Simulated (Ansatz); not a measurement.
## SiC: uniaxial strain ε_yy = +4.81 %

The reference is SiC in the zinc blende structure (space group F-43m, No. 216; a = 4.3563 Å). Axes: x, y, z lie along the cube axes.

Now apply this change: the cell is stretched by 4.81 % along y with no lateral relaxation; the atoms relax in the strained cell.

Computed with r2SCAN (Ansatz, a program for electronic structure, PAW, no spin-orbit coupling). k-mesh 13×13×13 (Γ-centred); smearing 0.05 eV (Fermi–Dirac).

* **Volume per atom**: 10.83 Å³ (base 10.33 Å³)
* **Space group**: I-4m2 (No. 119) (base F-43m (No. 216))
* **Shortest interatomic distance**: 191.7 pm (base 188.6 pm)
* **Energy relative to the base (free energy F)**: +30 meV/atom
* **Pressure (mean of the normal stresses, compression positive)**: -98.6 kbar (base 0.0 kbar)
* **Band gap**: 1.49 eV (base 1.71 eV)
* **Gap character**: indirect, Γ → X
* **Smallest direct gap**: 4.94 eV (base 5.05 eV)
* **Electron mass**: 0.23 mₑ along x, 0.24 mₑ along y, 0.63 mₑ along z (at X) (base 0.64 mₑ along k, 0.23 mₑ across (at X))
* **Valence-band top at Γ (three highest levels, from the VBM)**: 0.00, 0.00, -0.35 eV (base 0.00, 0.00, 0.00 eV)
* **Valley order (the lowest conduction-band minima on the path, energy above the VBM, named in the base's zone)**: X along [001] 1.49 eV; X along [010] 1.92 eV (base X along ⟨100⟩ 1.71 eV)
* **Stress (xx, yy, zz, yz, xz, xy; compression positive)**: (-5.15, -19.29, -5.15, 0.00, 0.00, 0.00) GPa

Final structure:

```xyz
2
Lattice="0.0000 2.2829 2.1782 2.1782 0.0000 2.1782 2.1782 2.2829 0.0000" Properties=species:S:1:pos:R:3 pbc="T T T"
C      1.0891     1.1415     1.0891
Si     0.0000     0.0000     0.0000
```

Masses are band curvatures over ±0.01 Å⁻¹ around the edge. Along k means along the line from Γ to the band edge. No phonon test of stability was made. Labels are those of the standard path for the cell's own space group.
